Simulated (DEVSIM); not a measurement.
Device: illuminated Si p-on-n cell, one wavelength, with a back-surface field, at 300 K.

Layer 1 from the left is Si, thickness (μm) 0.0710, Na (cm⁻³) 5.9e17, τn (s) 3.1e-6, τp (s) 9.2e-6, absorption coefficient (cm⁻¹) 130. Layer 2 from the left is Si, thickness (μm) 46.0, Nd (cm⁻³) 2.1e17, τn (s) 2.2e-5, τp (s) 2.2e-5, absorption coefficient (cm⁻¹) 130. Layer 3 from the left is Si, thickness (μm) 0.120, Nd (cm⁻³) 1e18, τn (s) 2.2e-5, τp (s) 2.2e-5, absorption coefficient (cm⁻¹) 130.

Left contact: ohmic, minority electron recombination velocity 5e5 cm/s. Right contact: ohmic, minority hole recombination velocity 80000 cm/s. Voltage is applied to the left contact. Recombination: SRH at mid-gap, radiative, Auger. Gap narrowing is on: ΔEg = 6.92 meV × (l + √(l² + 0.5)), l = ln(N/1.3e17 cm⁻³), shared equally by both band edges. Light enters at the left, 3.1e16 photons cm⁻² s⁻¹, one pass, no reflection. Mobility is μmin + (μ − μmin)/(1 + (N/Nref)^α).

The device is made up for the run: typed textbook-type constants, with dimensions and the other settings drawn at random. Values at 300 K.

Si: gap (eV) 1.124, affinity (eV) 4.05, permittivity 11.7, Nc (cm⁻³) 2.86e19, Nv (cm⁻³) 3.1e19, μn (cm²/Vs) 1417, μp (cm²/Vs) 470, μn,min 52, μp,min 45, Nref,n 9.7e16, Nref,p 2.2e17, αn 0.68, αp 0.72, B (cm³/s) 4.7e-15, Cn (cm⁶/s) 2.8e-31, Cp (cm⁶/s) 9.9e-32.

Simulated with DEVSIM: 1D drift-diffusion, Boltzmann statistics, complete ionisation; no tunnelling, impact ionisation, image-force lowering or self-heating.

Dark forward current:

| |V| (V) | |J| (A/cm²) |
|---|---|
| 0.05 | 2.190e-10 |
| 0.10 | 1.533e-9 |
| 0.15 | 1.012e-8 |
| 0.20 | 6.807e-8 |
| 0.25 | 4.642e-7 |
| 0.30 | 3.186e-6 |
| 0.35 | 2.192e-5 |
| 0.40 | 0.0001510 |
| 0.45 | 0.001040 |
| 0.50 | 0.007163 |
| 0.55 | 0.04931 |
| 0.60 | 0.3385 |
| 0.65 | 2.287 |
| 0.70 | 14.08 |
| 0.75 | 62.03 |
| 0.80 | 165.9 |
| 0.85 | 313.7 |
| 0.90 | 492.1 |
| 0.95 | 694.9 |
| 1.00 | 918.8 |
| 1.05 | 1162 |
| 1.10 | 1425 |
| 1.15 | 1705 |
| 1.20 | 2004 |

Work out the local ideality factor n = ΔV / (kT/q · ln(J2/J1)) between the rows 0.15 and 0.20 V, 0.35 and 0.40 V, 1.15 and 1.20 V.

kT/q = 25.85 mV. From 0.15 to 0.20 V: ln(6.807e-8/1.012e-8) = 1.906, n = 1.01, near the 1 of diffusion or emission over a barrier. From 0.35 to 0.40 V: ln(0.0001510/2.192e-5) = 1.930, n = 1.00, near the 1 of diffusion or emission over a barrier. From 1.15 to 1.20 V: ln(2004/1705) = 0.162, n = 11.97.

What current could the absorbed light give at most, and what share is collected?

Σ αd = 0.600, so qΦ(1 − exp(−Σ αd)) = 2.24 mA/cm². The simulated short-circuit current is 1.262 mA/cm², a share of 0.56.

Estimate the open-circuit voltage by superposition: the voltage at which the dark current equals that short-circuit current.

Interpolating ln J in the table gives 0.455 V. The simulation gives 0.455 V, the same within the digits that matter. Superposition holds where collection doesn't change with voltage.

Estimate the fill factor from FF0 = (v − ln(v + 0.72))/(v + 1), v = qVoc/(nkT), with n from the dark curve.

The rows about Voc, 0.45 and 0.50 V, give n = 1.00, so v = 17.6 and FF0 = 0.790. The simulation gives 0.789, the same within the digits that matter.
